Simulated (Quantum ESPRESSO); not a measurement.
A self-consistent single point of BaSrI4 (R-3m, 6 atoms in the cell) with Quantum ESPRESSO.

Level of theory: PBEsol, PseudoDojo standard norm-conserving (PBESOL) pseudopotentials (plane waves; Quantum ESPRESSO).

The change in words: lattice scaled by 0.98. Reference geometry:
```xyz
6
Lattice="2.9350 1.6945 9.3638 -2.9350 1.6945 9.3638 0.0000 -3.3891 9.3638" Properties=species:S:1:pos:R:3 pbc="T T T"
Ba     0.0000     0.0000     0.0000
Sr     0.0000     0.0000    14.0457
I      0.0000     0.0000    17.4954
I      0.0000     0.0000    10.5960
I      0.0000     0.0000    24.4650
I      0.0000     0.0000     3.6264
```

Reference input (self-consistent single point, DFT, PBEsol, plane waves, PseudoDojo standard norm-conserving (PBESOL) pseudopotentials): ecutwfc = 70 Ry; occupations = fixed; potentials = {Ba: Ba.upf, Sr: Sr.upf, I: I.upf}; K_POINTS = automatic 3 3 3 0 0 0; nbnd = 28; conv_thr = 1e-10 Ry; mixing_beta = 0.3. This run's input differs from it in these lines:

```diff
@@ -25,5 +25,5 @@
 CELL_PARAMETERS angstrom
-   2.9350101615     1.6945289068     9.3638200000
-  -2.9350101615     1.6945289068     9.3638200000
-   0.0000000000    -3.3890578136     9.3638200000
+   2.8763099832     1.6606383431     9.1765440000
+  -2.8763099832     1.6606383431     9.1765440000
+   0.0000000000    -3.3212766861     9.1765440000
 ATOMIC_POSITIONS crystal
```

Output, abridged:

```
     Self-consistent Calculation

     iteration #  1     ecut=    70.00 Ry     beta= 0.30

---- Real-time Memory Report at c_bands before calling an iterative solver
           236 MiB given to the printing process from OS
           224 MiB allocation reported by mallinfo(arena+hblkhd)
------------------

     Threshold (ethr) on eigenvalues was too large:
     Diagonalizing with lowered threshold

---- Real-time Memory Report at c_bands before calling an iterative solver
           266 MiB given to the printing process from OS
           259 MiB allocation reported by mallinfo(arena+hblkhd)
------------------
   [... lines left out ...]

---- Real-time Memory Report at c_bands before calling an iterative solver
           397 MiB given to the printing process from OS
           306 MiB allocation reported by mallinfo(arena+hblkhd)
------------------

     total energy              =    -228.78713753 Ry
     estimated scf accuracy    <          1.7E-10 Ry

     iteration # 13     ecut=    70.00 Ry     beta= 0.30

---- Real-time Memory Report at c_bands before calling an iterative solver
           397 MiB given to the printing process from OS
           306 MiB allocation reported by mallinfo(arena+hblkhd)
------------------
     End of self-consistent calculation

     highest occupied, lowest unoccupied level (ev):     3.4873    7.1130

!    total energy              =    -228.78713753 Ry
     estimated scf accuracy    <          2.1E-11 Ry

     convergence has been achieved in  13 iterations

     Forces acting on atoms (cartesian axes, Ry/au):

     atom    1 type  1   force =     0.00000000    0.00000000    0.00000000
     atom    2 type  2   force =     0.00000000    0.00000000   -0.00000000
     atom    3 type  3   force =     0.00000000    0.00000000    0.00007360
     atom    4 type  3   force =    -0.00000000    0.00000000   -0.00007360
     atom    5 type  3   force =     0.00000000   -0.00000000    0.00183386
     atom    6 type  3   force =     0.00000000    0.00000000   -0.00183386

     Total force =     0.002596     Total SCF correction =     0.000003

          total   stress  (Ry/bohr**3)                   (kbar)     P=       -4.11
  -0.00002982   0.00000000   0.00000000           -4.39        0.00        0.00
   0.00000000  -0.00002982   0.00000000            0.00       -4.39        0.00
   0.00000000   0.00000000  -0.00002410            0.00        0.00       -3.54

   JOB DONE.
```

The run converged in 13 iterations. Against the reference run the free energy goes down by 17.2 meV/atom, the pressure goes from -1.55 to -0.41 GPa, the largest force goes from 0.056 to 0.047 eV/Å and the gap on the mesh goes from 3.610 to 3.626 eV.

The starting cell comes from a database of computed structures (which also holds hypothetical and non-ambient phases and stackings), without a prior relaxation at this level. For this run, on top of that: lattice scaled by 0.98. Spin-orbit coupling is off.

Cost on one core of a shared machine: roughly 5 min.
